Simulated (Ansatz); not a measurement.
Results of r²SCAN (Ansatz, a program for electronic structure, PAW) for NiAs-type NiSb.

Numerical settings: plane-wave cutoff 600 eV, 18×18×12 k mesh (along the axes of the cell as run), Fermi–Dirac smearing 0.075 eV (set by the program), no spin polarisation, scalar-relativistic PAW data made under PBE.

Computed at the level's own relaxed cell.

Hill averages of the elastic tensor: K = 124.1 GPa, G = 58.2 GPa. Volume 17.129 Å³/atom, mean atomic mass 90.227 u.

Task: Work out the density, the sound velocities of a polycrystal and the elastic Debye temperature, and Pugh's ratio at this level.

Result: ρ = 1.66054 × 90.227/17.129 = 8.747 g/cm³. v_l = √[(K + 4G/3)/ρ] = 4.802 km/s and v_t = √(G/ρ) = 2.579 km/s. The mean follows from 3/v_m³ = 1/v_l³ + 2/v_t³: v_m = 2.880 km/s. Θ_D = (ħ/k_B) v_m (6π²/V)^(1/3) = 76.38 K Å s/km × 2.880 × 1.5121 Å⁻¹ = 333 K, counting all atoms of the cell. K/G = 2.13, to be set beside Pugh's rough bound of 1.75 between brittle and ductile metals.
